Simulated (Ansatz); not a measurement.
# Ag: energy against volume

Ag (fcc, Fm-3m, 17.296 Å³/atom and stress up to 0.01 GPa in the relaxed cell, cube axes along x, y and z) under hydrostatic pressure, with the cell free. r2SCAN in Ansatz, a plane-wave DFT program (PAW, default set), 500 eV, 19×19×19 Γ-centred mesh, Fermi-Dirac smearing 0.05 eV.

Here V stands for volume and E for E less E0.

```csv
volume (Å³/atom),E less E0 (meV/atom),pressure (GPa)
17.6615,2.32,-2.01
17.4731,0.55,-1.01
17.2957,0.00,0.00
17.1509,0.41,0.88
16.9637,2.17,2.09
16.6294,9.02,4.49
16.0974,31.16,8.98
15.5235,?,?
```

Taking the third-order Birch-Murnaghan form, a cubic in V^(-2/3) for E over the 7 complete rows: With u = V^(-2/3) - 0.1511, the rows have u = -0.0036488, -0.0025908, -0.0015770, -0.0007366, 0.0003676, 0.0023908, 0.0057542. Least squares gives E = 1.429 + 1797.5·u + 569656·u² + 2758346·u³. Residuals (row less fit): -0.001, 0.002, 0.000, -0.003, 0.003, 0.000, 0.001; standard error 0.003 (degrees of freedom: 3). Its minimum lies at u = -0.0015962, so V0 = (0.1495038)^(-3/2) = 17.30. There d²E/du² = 1113000 and d³E/du³ = 1.655e7, so B0 = (4/9) × 17.30^(-7/3) × 1113000 × 0.160218 = 102 GPa (the last factor turns the table's units into GPa), and B0' = 4 + (2/3) × 0.1495038 × (1.655e7)/1113000 = 5.5. B0' rests on the cubic coefficient alone and has a standard error of 0.1 from these residuals.

Q: Predict the withheld E at V = 15.5235 from the fit, and compare with the calculation.

A: u = 0.0095967, so E = 1.429 + 1797.5 × 0.0095967 + 569656 × 0.0095967² + 2758346 × 0.0095967³ = 73.580 meV/atom. The calculation gives 73.64 meV/atom, 0.060 meV/atom above the prediction (0.1 % of the range of E in the table). The row lies outside the fitted rows, so this is an extrapolation. The scatter of the fitted rows lies at the last printed digit.

In a metal these values are sensitive to mesh and smearing; energies are taken to zero smearing, stresses follow the free energy. Other structures, which can take over under pressure, weren't tried. The same form fitted to the pressure column gives B0' = 5.6; series where the two differ by over 0.4 aren't shown. Rows are the converged runs of the series near zero and its far end, less any whose ions stayed unrelaxed beside relaxed ones; series whose fitted rows scatter by over a few per cent of the range, as at a crossing or softening among them, aren't shown in this form.
